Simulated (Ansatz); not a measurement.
System: Hg (R-3m, No. 166, 1 atoms in the cell). Method: PBE in Ansatz (PAW).

Numerical settings: plane-wave cutoff 520 eV, 20×20×20 k mesh, Fermi–Dirac smearing 0.05 eV, scalar-relativistic PAW data made under PBE.

Response to compression and expansion:

Shape and atoms are relaxed at each volume.

| V (Å³/atom) | P (GPa) | c (Å) | a (Å) |
|---|---|---|---|
| 28.422 | 0.53 | 6.092 | 4.020 |
| 29.014 | 0.31 | 5.858 | 4.142 |
| 29.606 | 0.00 | 5.862 | 4.183 |
| 30.198 | -0.25 | 5.849 | 4.229 |
| 30.790 | -0.44 | 5.843 | 4.272 |

Note: the relaxation could not lower the start's symmetry, so the cell can be a saddle point above a distorted one; the bulk modulus comes from volumes at which shape and atoms were relaxed.

Ansatz is an electronic-structure program.
